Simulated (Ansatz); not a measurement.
SnO₂ (Pa-3, No. 205, 12 atoms in the cell; start mp-697; a measured phase of this formula has another space group) was calculated with r²SCAN (Ansatz, a first-principles code, PAW).

Numerical settings: plane-wave cutoff 560 eV, 8×8×8 k mesh, Fermi–Dirac smearing 0.01 eV, scalar-relativistic PAW data made under PBE.

Cell (relaxed with PBEsol):

```
CELL_PARAMETERS angstrom
      5.11227     0.00000     0.00000
      0.00000     5.11227     0.00000
      0.00000     0.00000     5.11227
ATOMIC_POSITIONS crystal
  Sn 0.00000 0.50000 0.50000
  Sn 0.50000 0.50000 0.00000
  Sn 0.50000 0.00000 0.50000
  Sn 0.00000 0.00000 0.00000
  O  0.33931 0.16069 0.83931
  O  0.66069 0.83931 0.16069
  O  0.16069 0.83931 0.33931
  O  0.83931 0.16069 0.66069
  O  0.83931 0.33931 0.16069
  O  0.16069 0.66069 0.83931
  O  0.66069 0.66069 0.66069
  O  0.33931 0.33931 0.33931
```

### Question
Give the computed band gap and smallest direct gap on the k points sampled.

### Answer

- band gap: 1.52 eV
- smallest direct gap on the k points sampled: 1.60 eV

Note: cell and atoms aren't relaxed at this level (pressure -1.5 GPa).

Spin–orbit coupling is not included.

The computed numbers hold no vibrational or temperature effects.

The result took roughly 40 core-seconds.

A start named mp-… is a Materials Project structure, which need not be a measured phase.
